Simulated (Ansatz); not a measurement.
An Ansatz (an electronic-structure program) input (PBEsol/PAW in Ansatz, scalar-relativistic without spin-orbit coupling):

Ansatz 0.2 input:
```yaml
crystal:
  lattice:
    - [-3.4386645759, 3.4386645759, 4.818587149]
    - [3.4386645759, -3.4386645759, 4.818587149]
    - [3.4386645759, 3.4386645759, -4.818587149]
  atoms:
    - { symbol: Rb, position: [0.25, 0.75, 0.5] }
    - { symbol: Rb, position: [0.75, 0.25, 0.5] }
    - { symbol: Rb, position: [0.5, 0.5, 0] }
    - { symbol: Tl, position: [0, 0, 0] }
    - { symbol: F, position: [0, 0.6885993654, 0.6885993654] }
    - { symbol: F, position: [0, 0.3114006346, 0.3114006346] }
    - { symbol: F, position: [0.6885993654, 0, 0.6885993654] }
    - { symbol: F, position: [0.3114006346, 0, 0.3114006346] }
    - { symbol: F, position: [0.2327054272, 0.2327054272, 0] }
    - { symbol: F, position: [0.7672945728, 0.7672945728, 0] }
basis: { ecutwfc: 420, ecutrho_ratio: 4, xc_grid: 2, fft_grid_basis: typed }
kpoints: { mp_grid: { grid: [7, 7, 7] } }
hamiltonian:
  xc: pbesol
  dispersion: none
  pseudopotentials: { kind: paw }
scf: { occupations: { method: fermi_dirac, width: 0.05 }, convergence: { dr2_threshold: 0.000000001 } }
output: { forces: true, stress: true }
```

**Question.** Which symmetry and how many k-points will the program report, and about how many plane waves at Γ?

**Answer.** Space group I4/mmm (ITA 139) with 16 operations, k-points 40 of 343, and 4501 plane waves at Γ.

Whether these cells are dynamically stable was not tested. The cell is Rb₃TlF₆ (space group I4/mmm, No. 139).
